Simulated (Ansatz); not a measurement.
Take Ga$_{2}$S$_{3}$ (space group Cc, No. 9; a = 11.122 Å, b = 6.393 Å, c = 7.004 Å, α = γ = 90.00°, β = 121.02°) as the base.

The values are results of PBEsol, PAW, 420 eV (Ansatz, an electronic-structure program; spin-orbit coupling left out), not measurements.

For the base:

- Volume per atom: 21.34 Å³

It is then changed as follows: full substitution Ga → In; the structure is relaxed again.

Task: Predict the new volume per atom.

Result: The volume per atom goes up by 4.116 Å³ (21.34 Å³ → 25.45 Å³).

Stability against distortions was not tested. For In2S3 in this form, whether it has been made was not checked.
